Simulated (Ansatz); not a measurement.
A self-consistent single point of CuAu (P4mm, 2 atoms in the cell) with Ansatz (a program for electronic structure)

Method: PBEsol, default PAW files made with PBE (plane waves; Ansatz).

Input:

Ansatz 0.2 input:
```yaml
# CuAu
crystal:
  lattice:
    - [2.814000, 0.000000, 0.000000]
    - [0.000000, 2.814000, 0.000000]
    - [0.000000, 0.000000, 3.688350]
  atoms:
    - { symbol: Cu, position: [0.000000, 0.000000, 0.013556] }
    - { symbol: Au, position: [0.500000, 0.500000, 0.500000] }
basis:
  ecutwfc: 30.9 Ry
kpoints:
  mp_grid:
    grid: [12, 12, 9]
hamiltonian:
  xc: pbesol
  pseudopotentials:
    kind: paw
scf:
  occupations:
    method: fermi_dirac
    width: 0.0073 Ry
output:
  forces: true
  eigenvalues: true
  stress: true
```

Log, with long lists cut:

```
WARN ansatz: RAYON_NUM_THREADS=1 ignored (pool sized by the plan → 1); use --threads N
Pseudopotentials: kind: paw
Pseudopotential: Cu, paw, valence charge 19
Pseudopotential: Au, paw, valence charge 19
Crystal: 2 atoms, lattice volume = 29.207 Å³
Basis set: ecut = 420.4159175005146 eV, 553 PW (Γ), exchange–correlation on 40×40×50 points (8 copies of the dense FFT grid, shifted against one another)
Bands: 23, of which v1, the nominal top of the filled ones, is band 19 counted from 1 (18 counted from 0)
Symmetry: 8 space group operations
Space group: P4mm (ITA 99), of the structure as read, at distance tolerance 3.1e-5 Å
k-points: 140 of 1296 (time reversal used)
PAW frozen core: Cu, regenerated for the run's functional, and the local potential with it
PAW frozen core: Au, regenerated for the run's functional, and the local potential with it
Initial density: superposition of atomic densities (neutral atoms: chi_scale 0, normalization atom), corrected by the library's trained network
Initial wavefunctions: pseudopotential atomic-orbital guess
Eigensolver: davidson
Functional: x = pbesol(κ = 0.804, μ = 0.12345679012345678), c = pbesol(β = 0.046)
SCF iter   1: F=—  HF=-19595.981319 eV  |F-HF|=—  |Δ(HF+E_count)|=         —  Δρ=1.74e-2  dr2=5.27e-2  ethr=1.77e-3  ⟨swp⟩=5.0  Hψ=12075  notcnv=0
all-band conjugate gradients solve this SCF's bands
preconditioner: auto → Kerker (q_TF=auto, 2.851 Å⁻¹)
SCF iter   2: F=—  HF=-19595.972315 eV  |F-HF|=—  |Δ(HF+E_count)|=   9.00e-3  Δρ=3.13e-3  dr2=2.37e-3  ethr=1.39e-4  ⟨swp⟩=2.0  Hψ=5579  notcnv=0  defer=5
SCF iter   3: F=—  HF=-19595.971540 eV  |F-HF|=—  |Δ(HF+E_count)|=   7.75e-4  Δρ=2.24e-3  dr2=1.23e-3  ethr=6.23e-6  ⟨swp⟩=2.7  Hψ=5739  notcnv=0  defer=5
SCF iter   4: F=—  HF=-19595.971186 eV  |F-HF|=—  |Δ(HF+E_count)|=   3.53e-4  Δρ=3.26e-4  dr2=3.66e-5  ethr=3.25e-6  ⟨swp⟩=2.7  Hψ=4690  notcnv=0  defer=5
SCF iter   5: F=—  HF=-19595.971221 eV  |F-HF|=—  |Δ(HF+E_count)|=   3.50e-5  Δρ=1.19e-4  dr2=3.56e-6  ethr=9.62e-8  ⟨swp⟩=2.0  Hψ=4268  notcnv=0  defer=5
SCF iter   6: F=—  HF=-19595.971221 eV  |F-HF|=—  |Δ(HF+E_count)|=   7.91e-7  Δρ=3.04e-5  dr2=3.86e-7  ethr=9.37e-9  ⟨swp⟩=2.6  Hψ=5354  notcnv=0  defer=5
SCF iter   7: F=-19595.971221 eV  HF=-19595.971221 eV  |F-HF|=5.30e-8  |Δ(HF+E_count)|=   6.23e-8  Δρ=1.19e-5  dr2=7.68e-8  ethr=2.63e-10  ⟨swp⟩=4.5  Hψ=11940  notcnv=0
SCF 1 converged in 7 iterations: F = -19595.971221 eV  dr2 = 7.68e-8
SCF converged after 7 iterations
Free energy (F): -19595.971221 eV
Harris-Foulkes:  -19595.971221 eV  (|F-HF|=5.30e-8)
Internal energy: -19595.949529 eV  (E = F + TS)
E sigma→0 (E₀):  -19595.960375 eV
Entropy (-TS):   -0.021691 eV (-10.846 meV/atom)
Fermi energy:    18.677046 eV
--- Per-component energies (eV) ---
  E_band       = -565.558334
  E_kinetic    = 904.123824
  E_local      = -5911.361760  (includes V_loc(G=0)·N_el)
  E_nonlocal   = 473.203402
  E_hartree    = 2589.226649
  E_xc         = -315.209411
  E_vxc        = -389.477458  (∫ρ·V_xc dr)
  E_paw        = -11195.913042  (= ΣΔE_a)
  E_vpaw       = -820.508443  (= ΣTr[D̂ρ^β])
  E_aug_tail   = 0.001622  (compensation charges beyond the density's cutoff)
  E_ewald      = -6140.536495
  E_core_change = 0.515681  (= ΣΔE_core)
  E_smearing   = -0.021691  (= −TS)
  E_closure    = -0.000000  (closes the sum)
  Σ components = -19595.971221   (vs F -19595.971221, Δ=0.00e0)
--- Forces (eV/Å), atoms counted from 1 ---
  atom   1  Cu    -0.00000000     0.00000000    -0.31289693
  atom   2  Au     0.00000000     0.00000000     0.31289104
  max |Σ_I F_I| component: 5.89e-6 eV/Å
--- Stress (GPa, compression-positive) ---
       -3.650761       0.000000       0.000000
        0.000000      -3.650761       0.000000
        0.000000       0.000000      -4.713435
  P = ⅓ Tr σ = -4.0050 GPa (-40.050 kbar)
  The stress holds the Pulay correction. Without it, at fixed plane waves, as pw.x and ABINIT print it: P = -4.0805 GPa
--- Band table (eV; the first three rows and the last of 140) ---
  k-point 0: bands = ["-93.2206", "-87.1574", "-50.7644", "-50.7475", "-50.7475", "-38.5300", "-38.4742", "-38.4742", "8.8945", "12.1269", "12.2821", "14.6772", "14.6772", "15.7443", "15.9162", "16.6049", "17.0610", "17.2746", "17.2746", "20.7600", [...]
  k-point 1: bands = ["-93.2207", "-87.1574", "-50.7644", "-50.7475", "-50.7475", "-38.5306", "-38.4742", "-38.4742", "9.0450", "12.1543", "12.3320", "14.7069", "14.7069", "15.7681", "15.8746", "16.5619", "17.0337", "17.1795", "17.1795", "19.8506", [...]
  k-point 2: bands = ["-93.2207", "-87.1574", "-50.7645", "-50.7475", "-50.7475", "-38.5323", "-38.4742", "-38.4742", "9.4749", "12.2266", "12.4650", "14.7913", "14.7913", "15.7668", "15.8335", "16.4283", "16.9364", "16.9364", "16.9596", "18.1560", [...]
  k-point 139: bands = ["-93.2185", "-87.1456", "-50.7638", "-50.7638", "-50.7616", "-38.6150", "-38.6150", "-38.5073", "12.1118", "12.9929", "12.9929", "14.9792", "15.5819", "15.5819", "15.7928", "16.6221", "17.0954", "17.1170", "23.8142", [...]
```

The run converged in 7 iterations.

The starting cell has typed, rounded lattice constants, without a prior relaxation at this level. Its lattice was rescaled by up to half a per cent. One atom was moved a little off its site on purpose. Spin-orbit coupling is off. Spin polarisation is off. With a pressure of about -4 GPa the cell is away from its equilibrium volume at this level. Ansatz's pressure includes its estimate of the finite-basis (Pulay) stress.
